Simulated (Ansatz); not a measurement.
System: GaBiO₃ (model structure, started from the tetragonal perovskite type, P4mm, No. 99, 5 atoms in the cell). Method: PBEsol (PAW; Ansatz, a program for electronic structure).

Settings: plane-wave cutoff 520 eV, 10×10×8 k mesh (along the axes of the cell as run), Fermi–Dirac smearing 0.01 eV, scalar-relativistic PAW data made under PBE.

Cell (relaxed with PBEsol):

```
CELL_PARAMETERS angstrom
      3.66637     0.00000     0.00000
      0.00000     3.66637     0.00000
      0.00000     0.00000     4.75574
ATOMIC_POSITIONS crystal
  Ga 0.50000 0.50000 0.49174
  Bi 0.00000 0.00000 0.04924
  O  0.50000 0.50000 0.87502
  O  0.50000 0.00000 0.34500
  O  0.00000 0.50000 0.34500
```

Predict the band gap, smallest direct gap on the k points sampled and Γ–Γ gap.


- band gap = 1.85 eV
- smallest direct gap on the k points sampled = 2.65 eV
- Γ–Γ gap = 4.52 eV

Note: the relaxation could raise the start's symmetry but not lower it, so the cell can be a saddle point.

Spin–orbit coupling is not included; with these elements it can move the gap by several tenths of an eV or more.

Static lattice: no zero-point or thermal effects.

The result took around 50 core-seconds (rough).

A model structure was made by putting elements into a prototype or built by hand; it is no filed structure, need not be a known phase, and can be a saddle point held by its symmetry.
